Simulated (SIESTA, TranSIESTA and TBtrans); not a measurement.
# Ir chain with one bond stretched by 1.0 Å

System: Ir chain with one bond stretched by 1.0 Å. Leads: straight Ir chain, spacing 2.3 Å. Geometry: as built, not relaxed. Transport runs along z; the first 6 and the last 6 of the 20 atoms are the lead cells, repeated to infinity.

```xyz
20
Lattice="9.000 0.000 0.000 0.000 9.000 0.000 0.000 0.000 47.000" Properties=species:S:1:pos:R:3 pbc="F F T"
Ir     4.500     4.500     0.000
Ir     4.500     4.500     2.300
Ir     4.500     4.500     4.600
Ir     4.500     4.500     6.900
Ir     4.500     4.500     9.200
Ir     4.500     4.500    11.500
Ir     4.500     4.500    13.800
Ir     4.500     4.500    16.100
Ir     4.500     4.500    18.400
Ir     4.500     4.500    20.700
Ir     4.500     4.500    24.000
Ir     4.500     4.500    26.300
Ir     4.500     4.500    28.600
Ir     4.500     4.500    30.900
Ir     4.500     4.500    33.200
Ir     4.500     4.500    35.500
Ir     4.500     4.500    37.800
Ir     4.500     4.500    40.100
Ir     4.500     4.500    42.400
Ir     4.500     4.500    44.700
```
Starting moments (μB): atom 7 +1, atom 8 +1, atom 9 +1, atom 10 +1, atom 11 +1, atom 12 +1, atom 13 +1, atom 14 +1; lead atoms +1 (left) and +1 (right).

Computed with TranSIESTA and TBtrans, PBE, DZP numerical orbitals (energy shift 0.15 eV), PseudoDojo norm-conserving scalar-relativistic potentials, mesh cutoff 200 Ry, 300 K, spin-polarised (collinear), no spin-orbit coupling; self-consistent non-equilibrium Green functions.

* **Conductance at 300 K (G0 = 2e²/h)**: 1.18
* **Thermopower (μV/K)**: -2.9
* **Mean T from −0.5 to 0.5 eV**: 1.16
* **Spin polarisation of the conductance, (up − down)/(up + down)**: -0.04

Energies count from the leads' Fermi level. Transmissions are for each spin. The energy step is 0.01 eV; narrower resonances are cut or missed.

```
E (eV)  T up  T down  lead channels up  down
------  ----  ------  ----------------  ----
-2.00   0.87    0.52                 4     3
-1.90   0.85    0.56                 4     4
-1.80   0.84    0.57                 4     4
-1.70   0.92    0.59         band edge     4
-1.60   0.87    0.62                 6     4
-1.50   0.89    0.64                 6     4
-1.40   0.92    0.67                 6     4
-1.30   0.97    0.70                 6     4
-1.20   1.05    0.73                 6     4
-1.10   1.19    0.76                 6     4
-1.00   1.17    0.80                 6     6
-0.90   1.15    0.84                 6     6
-0.80   1.17    0.87                 6     6
-0.70   1.19    0.91                 6     6
-0.60   1.20    0.94                 6     6
-0.50   1.20    0.98                 6     6
-0.40   1.19    1.01         band edge     6
-0.30   1.18    1.04                 4     6
-0.20   1.17    1.08                 4     6
-0.10   1.15    1.13                 4     6
0.00    1.14    1.22                 4     6
0.10    1.13    1.34                 4     6
0.20    1.12    1.25                 4     6
0.30    1.11    1.24                 4     4
0.40    1.10    1.28                 4     4
0.50    1.10    1.32                 4     4
0.60    1.10    1.36                 4     4
0.70    1.09    1.38                 3     4
0.80    1.09    1.38                 3     4
0.90    1.09    1.36                 3     4
1.00    1.09    1.34                 3     4
1.10    1.09    1.31                 3     4
1.20    1.09    1.29                 3     3
1.30    1.08    1.28                 3     3
1.40    1.07    1.27                 3     3
1.50    1.05    1.25                 3     3
1.60    1.00    1.23                 3     3
1.70    0.96    1.19                 1     3
1.80    0.96    1.15                 1     3
1.90    0.97    1.09                 1     3
2.00    0.97    1.01                 1     3
```

The magnetic order of the leads was set by the start, and no other order was tried; the separate lead runs end at 0.77 (left) and 0.77 (right) μB an atom. The straight chain is held at its spacing; free chains may zigzag or dimerise. Spin-orbit coupling, left out here, matters for the heavy atoms.
